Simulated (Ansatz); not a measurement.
Sr2BeN2 (model structure, started from the Ca2ZnN2 type, I4/mmm, No. 139, 5 atoms in the cell), treated with r²SCAN+SOC (PAW; Ansatz, an electronic-structure program).

Run with plane-wave cutoff 560 eV, 12×12×12 k mesh, Fermi–Dirac smearing 0.01 eV, PAW data made under PBE.

Cell (relaxed with PBEsol):

```
CELL_PARAMETERS angstrom
     -1.88950     1.88950     5.88763
      1.88950    -1.88950     5.88763
      1.88950     1.88950    -5.88763
ATOMIC_POSITIONS crystal
  Sr 0.65182 0.65182 0.00000
  Sr 0.34818 0.34818 0.00000
  Be 0.00000 0.00000 0.00000
  N  0.86883 0.86883 0.00000
  N  0.13117 0.13117 0.00000
```

### Question
Give the computed band gap.

### Answer

- band gap: 1.32 eV (direct)

Note: the relaxation could raise the start's symmetry but not lower it, so the cell can be a saddle point; cell and atoms aren't relaxed at this level (largest force component 0.31 eV/Å, pressure 1.7 GPa).

The computed numbers hold no vibrational or temperature effects.

The result took roughly 4 core-minutes.

A model structure was made by putting elements into a prototype or built by hand; it is no filed structure, need not be a known phase, and can be a saddle point held by its symmetry.
